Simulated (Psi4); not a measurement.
Psi4 1.11, BP86/def2-svp: Sn(H)2(Cl)(Me) ([CH3][SnH2][Cl]), 8 atoms. The geometry is a generated start, not checked to be a minimum at this level.

```yaml
task: energy
method: bp86
basis: def2-svp
memory: 3 GB
maxiter: 100
keys_of_the_molecule_block: symmetry c1
scf_type: df (default)
e_convergence: 1e-06 (default)
d_convergence: 1e-06 (default)
dft_radial_points: 75 (default)
dft_spherical_points: 302 (default)
effective_core_potentials: those of the basis set, past Kr
basis_functions: 83
grid_points: 172582
```

```xyz
8

Sn     0.9161    -0.3017     0.0262
C     -1.1962     0.1793     0.0446
Cl     2.0106     1.5552    -0.7699
H      1.3411    -1.5958    -0.9873
H      1.5731    -0.6370     1.5553
H     -1.3737     0.9847     0.7492
H     -1.7795    -0.6862     0.3308
H     -1.4917     0.5014    -0.9487
```

With the defaults (diis = true, scf_initial_accelerator = adiis, damping_percentage = 0, diis_start = 1, guess = auto, which took SAD, level_shift = 0, level_shift_cutoff = 0.01, diis_max_vecs = 10) it converges in 9 SCF iterations. One run each on 2 threads, with these changes:
- guess = sap
- guess = sadno
- diis_max_vecs = 3
- scf_initial_accelerator = ediis
- level_shift = 0.1, level_shift_cutoff = 0.001
- level_shift = 0.5, level_shift_cutoff = 0.001
- guess = huckel
- diis = false, scf_initial_accelerator = none, damping_percentage = 60
- diis_start = 4

Task: Which of these changes keep the SCF from converging, or lead it to another solution?

Result: No convergence: diis = false, scf_initial_accelerator = none, damping_percentage = 60 (the run ends without SCF convergence in 100 iterations). The rest reach the solution of the defaults.

```csv
setting,SCF iterations,end
"level_shift = 0.1, level_shift_cutoff = 0.001",8,same solution
the defaults,9,same solution
"level_shift = 0.5, level_shift_cutoff = 0.001",9,same solution
scf_initial_accelerator = ediis,9,same solution
guess = huckel,10,same solution
guess = sadno,10,same solution
guess = sap,12,same solution
diis_max_vecs = 3,14,same solution
diis_start = 4,15,same solution
"diis = false, scf_initial_accelerator = none, damping_percentage = 60",100,no convergence
```
